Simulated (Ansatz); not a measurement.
## InPd: response to strain

The reference is InPd in the CsCl type structure (space group Pm-3m, No. 221; relaxed with 0.1 eV smearing).

```cif
data_InPd
_chemical_formula_sum 'In1 Pd1'
_space_group_name_H-M_alt 'P 1'
_space_group_IT_number 1
_cell_length_a 3.24799
_cell_length_b 3.24799
_cell_length_c 3.24799
_cell_angle_alpha 90.000
_cell_angle_beta 90.000
_cell_angle_gamma 90.000
loop_
_space_group_symop_operation_xyz
  'x, y, z'
loop_
_atom_site_label
_atom_site_type_symbol
_atom_site_fract_x
_atom_site_fract_y
_atom_site_fract_z
_atom_site_occupancy
In1 In 0.50000 0.50000 0.50000 1
Pd1 Pd 0.00000 0.00000 0.00000 1
```

Strains are applied to the cell and any free atomic positions relax.

Computed with plane-wave PAW DFT at the PBEsol level (Ansatz, a first-principles code, 420 eV), scalar-relativistic without spin-orbit coupling.

Notes on the quantities. energy relative to the base: free energy F.

```tsv
isotropic strain (%)	energy relative to the base (meV/atom)
-3	67.6
-2.5	45.9
-1.5	15.8
0	0.0
0.5	1.6
1	?
1.5	13.7
2	23.8
3	51.0
```

Fit ΔE = Aε² + Bε³ (ε in %) to the rows shown and predict the withheld row.

Least squares on the printed values gives A = 6.58 and B = -0.31 meV/atom (largest residual 0.1 meV/atom); this predicts 6.3 meV/atom, and the run gives 6.2 meV/atom, in agreement.

No phonon test of stability was made. All final runs are without spin polarisation.
